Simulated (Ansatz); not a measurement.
## NbP (model structure, started from the NbAs type, I4₁md, No. 109, 4 atoms in the cell)

These are PBE (Ansatz, a program for electronic structure, plane waves, PAW) values and carry that method's errors.

Run with plane-wave cutoff 500 eV, 18×18×18 k mesh, Fermi–Dirac smearing 0.05 eV, no spin polarisation, scalar-relativistic PAW data made under PBE.

Cell (relaxed at this level):

```xyz
4
Lattice="-1.6735 1.6735 5.7137 1.6735 -1.6735 5.7137 1.6735 1.6735 -5.7137" Properties=species:S:1:pos:R:3 pbc="T T T"
Nb     0.0000     0.0000     8.5623
Nb     0.0000     1.6735    -0.0082
P      0.0000     0.0000     1.9051
P      0.0000     1.6735     4.7620
```

```
Item             Result
--------  -------------
band gap  zero (no gap)
```

Note: the relaxation could raise the start's symmetry but not lower it, so the cell can be a saddle point.

Spin–orbit coupling is not included.

Static lattice: no zero-point or thermal effects.

A model structure was made by putting elements into a prototype or built by hand; it is no filed structure, need not be a known phase, and can be a saddle point held by its symmetry.
